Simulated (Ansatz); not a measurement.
Effect of isotropic strain −2.00 % on BeTe

The reference is BeTe in the zinc blende structure (space group F-43m, No. 216; a = 5.657 Å).

Perturbation: every lattice vector is shortened by 2.00 %, atoms relaxed at fixed cell.

All numbers come from Kohn–Sham DFT with the r2SCAN functional, run in Ansatz (an electronic-structure program) with PAW and 500 eV plane waves, scalar-relativistic without spin-orbit coupling. Γ-centred 10×10×10 mesh, Fermi–Dirac width 0.05 eV.

```csv
quantity,base,changed,shift
volume per atom,22.63 Å³,21.30 Å³,-1.33 Å³
space group,F-43m (No. 216),F-43m (No. 216),–
shortest interatomic distance,2.449 Å,2.400 Å,-0.049 Å
energy relative to the base (free energy F),0 meV/atom,+16 meV/atom,+16 meV/atom
pressure,0.01 GPa,4.06 GPa,+4.05 GPa
band gap,2.37 eV,2.22 eV,-0.15 eV
gap character,"indirect, Γ → X","indirect, Γ → X",–
smallest direct gap,4.04 eV,3.98 eV,-0.06 eV
mean gap deformation potential ΔEg/Δln V,–,+2.5 eV,–
width of the top valence band,3.23 eV,3.54 eV,+0.31 eV
electron mass,"2.1 mₑ along k, 0.25 mₑ across (at X)","1.7 mₑ along k, 0.24 mₑ across (at X)",–
"hole mass (degenerate bands, along [100])","0.21, 0.35, 0.35 mₑ (at Γ)","0.21, 0.32, 0.32 mₑ (at Γ)",–
"valley order (the lowest conduction-band minima on the path, energy above the VBM, named in the base's zone)",X along ⟨100⟩ 2.37 eV; L along ⟨111⟩ 3.51 eV,X along ⟨100⟩ 2.22 eV; L along ⟨111⟩ 3.69 eV,–
```

Spin-orbit coupling, missing from the scalar runs, can matter with Te. Masses are band curvatures over ±0.01 Å⁻¹ around the edge. Along k means along the line from Γ to the band edge. Whether these cells are dynamically stable was not tested.
